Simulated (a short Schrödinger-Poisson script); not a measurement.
**Gated In0.52Al0.48As/In0.53Ga0.47As δ-doped gas in a quantum well**

Stack: gated In0.52Al0.48As/In0.53Ga0.47As δ-doped gas in a quantum well, at 300 K.

```csv
layer,material,thickness (nm),Na (cm⁻³)
1,In0.52Al0.48As,8,-
2,In0.52Al0.48As,3,-
3,In0.53Ga0.47As,6,-
4,In0.52Al0.48As,4000,1e14
```

Constants are typed, rounded textbook-type inputs, not results; the design itself was drawn at random and stands for no fabricated device. In0.52Al0.48As: permittivity 12.5, conduction-band edge (eV) 0.52, gap (eV) 1.45, electron mass (mₑ) 0.075, Nv at 300 K (cm⁻³) 1.1e19. In0.53Ga0.47As: permittivity 13.9, conduction-band edge (eV) 0, gap (eV) 0.74, Nv at 300 K (cm⁻³) 7.7e18.

Channel valleys (confinement mass, in-plane density-of-states mass, number): Γ 0.041, 0.041, 1. At the gate the conduction-band edge of layer 1 lies 0.75 eV − eVg above the Fermi level of the channel; the field vanishes at the back. Sheet of ionised δ-doping: +2.6e12 e/cm² at 8 nm from the gate. The barrier under the gate holds no holes. Gaps are held at their typed values at every temperature. Mesh 0.08 nm at interfaces.

Solved with a short Schrödinger-Poisson script written for these runs: 1D Poisson equation in equilibrium, electrons quantum, Hartree (BenDaniel-Duke, 40 states a valley, the channel's in-plane mass for all, wave functions free to enter the barrier), parabolic valleys, classical holes, full ionisation, no traps, pinning or gate leakage.

```tsv
Vg (V)	electrons (cm⁻²)	in the channel layer	C (μF/cm²)	Γ E0 (meV)	Γ E1 (meV)
0.4	1.51e12	1.40e12	0.663	-87.3	199.6
0.35	1.30e12	1.21e12	0.658	-74.7	213.8
0.3	1.10e12	1.02e12	0.651	-62.0	228.0
0.25	8.98e11	8.37e11	0.641	-48.8	242.6
0.2	7.01e11	6.54e11	0.624	-35.0	257.6
0.15	5.11e11	4.77e11	0.596	-20.0	273.8
0.1	3.33e11	3.11e11	0.544	-2.9	292.0
0.05	1.77e11	1.66e11	0.445	18.3	314.1
0	6.55e10	6.12e10	0.266	47.5	343.9
-0.05	1.46e10	1.36e10	0.0848	87.9	384.6
-0.1	2.35e9	2.19e9	0.0183	135.4	432.2
-0.15	3.49e8	3.26e8	0.00628	184.7	481.5
-0.2	5.10e7	4.77e7	0.00463	234.4	531.2
-0.25	7.46e6	6.97e6	0.00461	284.2	580.9
-0.3	1.09e6	1.02e6	0.00486	333.9	630.7
```

Gate voltages with under 1e6 electrons/cm² are left out.

Subbands count from the Fermi level.
